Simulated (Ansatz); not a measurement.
**Effect of pressure 9 GPa on Si**

The reference is Si in the diamond structure (space group Fd-3m, No. 227; a = 5.4441 Å).

Modification: a hydrostatic pressure of 9 GPa.

All numbers come from Kohn–Sham DFT with the r2SCAN functional, run in Ansatz (a quantum-chemistry and plane-wave program) with PAW and 500 eV plane waves, no spin-orbit coupling, earlier PAW set. k-mesh 10×10×10 (Γ-centred); smearing 0.05 eV (Fermi–Dirac).

| quantity | base | changed | shift |
|---|---|---|---|
| volume per atom | 20.17 Å³ | 18.64 Å³ | -1.53 Å³ |
| density | 2.31 g/cm³ | 2.50 g/cm³ | +0.19 g/cm³ |
| lattice parameter a | 5.444 Å | 5.303 Å | -0.141 Å |
| shortest interatomic distance | 2.357 Å | 2.296 Å | -0.061 Å |
| band gap | 0.78 eV | 0.63 eV | -0.15 eV |
| gap character | indirect, Γ → Γ–X (87 % along) | indirect, Γ → Γ–X (87 % along) | – |
| smallest direct gap | 2.74 eV | 2.77 eV | +0.03 eV |
| mean gap deformation potential ΔEg/Δln V | – | +1.9 eV | – |
| width of the top valence band | 4.00 eV | 4.36 eV | +0.36 eV |
| electron mass | 0.91 mₑ along k, 0.19 mₑ across (off the special points) | 0.91 mₑ along k, 0.19 mₑ across (off the special points) | – |

Load acts through the strain it causes; cell and atoms are relaxed under it. Effective masses come from finite differences of ±0.01 Å⁻¹. Along k means along the line from Γ to the band edge. Stability against distortions was not tested. Tetrahedral semiconductors of this kind turn to denser phases somewhere between about 1 and 50 GPa; those were not computed, so compressed cells here can lie past the real transition.
